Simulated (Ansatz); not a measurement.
# Effect of Br interstitial (started 2.34 Å from the nearest host atom), symmetric start on CsBr

Start from a 14-atom supercell of CsBr in the CsCl type structure (space group Pm-3m, No. 221; a = 4.389 Å) at its relaxed geometry.

Now apply this change: a neutral Br interstitial (started 2.34 Å from the nearest host atom), symmetric start, atoms relaxed at fixed cell.

Method: Kohn–Sham DFT with the PBE functional, run in Ansatz (a first-principles code) with PAW and 420 eV plane waves, no spin-orbit coupling. k-mesh 4×4×4 (Γ-centred); smearing 0.01 eV (Fermi–Dirac).

| quantity | base | changed | shift |
|---|---|---|---|
| pressure | 0.0 GPa | 1.8 GPa | +1.8 GPa |
| largest displacement of a host atom from its site in the perfect cell | – | 0.91 Å | – |
| final site of the added atom | – | 1 Br at 3.01 Å and 4 Cs at 3.37 Å | – |

Final structure:

```yaml
crystal:
  lattice:
    - [8.77795, -4.38897, 0.00000]
    - [0.00000, 8.77795, -4.38897]
    - [-4.38897, 0.00000, 8.77795]
  atoms:
    - { symbol: Cs, position: [0.00363, 0.96542, 0.99178] }
    - { symbol: Cs, position: [0.29770, 0.11761, 0.56050] }
    - { symbol: Cs, position: [0.14464, 0.58903, 0.28006] }
    - { symbol: Cs, position: [0.44045, 0.72705, 0.84583] }
    - { symbol: Cs, position: [0.56678, 0.27436, 0.13700] }
    - { symbol: Cs, position: [0.83878, 0.43202, 0.72260] }
    - { symbol: Cs, position: [0.69133, 0.80934, 0.42741] }
    - { symbol: Br, position: [0.49343, 0.47885, 0.50425] }
    - { symbol: Br, position: [0.77633, 0.63688, 0.07514] }
    - { symbol: Br, position: [0.63848, 0.06234, 0.76544] }
    - { symbol: Br, position: [0.90114, 0.20100, 0.24992] }
    - { symbol: Br, position: [0.06752, 0.76940, 0.63471] }
    - { symbol: Br, position: [0.36669, 0.91766, 0.20397] }
    - { symbol: Br, position: [0.22522, 0.34135, 0.99197] }
    - { symbol: Br, position: [0.04788, 0.26101, 0.60940] }
```

Other magnetic orders, which the real material may have, were not ruled out. In so small a cell the defect repeats every few ångströms: this is an ordered compound, not a dilute defect. The defect started on the symmetric site and kept its symmetry, so it may sit on a saddle. The defect cell is spin-polarised and ends with 1.0 μB.
